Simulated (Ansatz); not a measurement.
For Ge (Ia-3, No. 206, 8 atoms in the cell; start mp-1080106; another form than the element's usual one), PBEsol (PAW; Ansatz, a program for electronic structure) gives:

- lattice parameter a = 6.939 Å
- bulk modulus B0 = 65.1 GPa
- cohesive energy = 4.04 eV/atom

What does r²SCAN (Ansatz, PAW) give for the same quantities?


- lattice constant a: 6.967 Å (goes up by 0.4 %)
- bulk modulus: 66.9 GPa (rises by 2.8 %)
- cohesive energy: 3.71 eV/atom (falls by 0.33 eV/atom)

Changes are worked out from the printed values.

Unless a cell is named, each level is at its own relaxed cell (PBEsol 20.88, r²SCAN 21.14 Å³/atom).

Caveats: the bulk modulus is −V dP/dV from two relaxed cells at ±2 % in volume (PBEsol, r²SCAN); the relaxation could not lower the start's symmetry, so the cell can be a saddle point above a distorted one (PBEsol, r²SCAN). Ansatz's density-functional and Hartree–Fock values are scalar-relativistic unless marked +SOC, with PAW data made under PBE.

A start named mp-… is a Materials Project structure, which need not be a measured phase.
